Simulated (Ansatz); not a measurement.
Base system: GaSb in the zinc blende structure (space group F-43m, No. 216).

```yaml
crystal:
  lattice:
    - [0.00000, 3.05573, 3.05573]
    - [3.05573, 0.00000, 3.05573]
    - [3.05573, 3.05573, 0.00000]
  atoms:
    - { symbol: Ga, position: [0.00000, 0.00000, 0.00000] }
    - { symbol: Sb, position: [0.25000, 0.25000, 0.25000] }
```

Cartesian axes are those of the cell as printed.

Computed with PBEsol/PAW in Ansatz (a quantum-chemistry and plane-wave program), without spin-orbit coupling.

The change: tensor shear ε_xy = +1.43 % (engineering shear γ = 0.0286), atoms relaxed at fixed cell.

Task: Estimate the effect on the energy relative to the base.

Result: The energy rises by 2.9 meV/atom.

Task: Predict the new largest internal atomic displacement.

Result: The largest internal atomic displacement comes out as 0.013 Å.

The cells carry an imposed strain or load. No phonon test of stability was made. The final runs are not spin-polarised.
